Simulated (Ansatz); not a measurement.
## A computed series for Gd2O3: pressure series

The reference is Gd2O3 (space group P-3m1, No. 164; a = 3.702 Å, c = 5.835 Å; ferromagnetic; a cell from a computed database, its experimental status unchecked).

Cell and atoms are relaxed at each pressure.

All numbers come from Ansatz (a first-principles code) PBEsol, no spin-orbit coupling, earlier PAW set.

```json
[
 {"variant": "base", "c/a ratio": "1.576", "shortest interatomic distance": "2.227 Å"},
 {"variant": "pressure −2 GPa", "c/a ratio": "1.584", "shortest interatomic distance": "2.234 Å"},
 {"variant": "pressure −1 GPa", "c/a ratio": "1.580", "shortest interatomic distance": "2.230 Å"},
 {"variant": "pressure 0.9 GPa", "c/a ratio": "1.572", "shortest interatomic distance": "2.224 Å"},
 {"variant": "pressure 2.1 GPa", "c/a ratio": "1.567", "shortest interatomic distance": "2.220 Å"},
 {"variant": "pressure 4.5 GPa", "c/a ratio": "1.558", "shortest interatomic distance": "2.212 Å"},
 {"variant": "pressure 9 GPa", "c/a ratio": "1.540", "shortest interatomic distance": "2.200 Å"},
 {"variant": "pressure 22.5 GPa", "c/a ratio": "1.487", "shortest interatomic distance": "2.171 Å"}
]
```

Other magnetic orders, which the real material may have, were not ruled out. The state of the 4f shell was not checked for lower solutions. Load acts through the strain it causes; cell and atoms are relaxed under it. Stability against distortions was not tested. No other phases were tried under pressure.
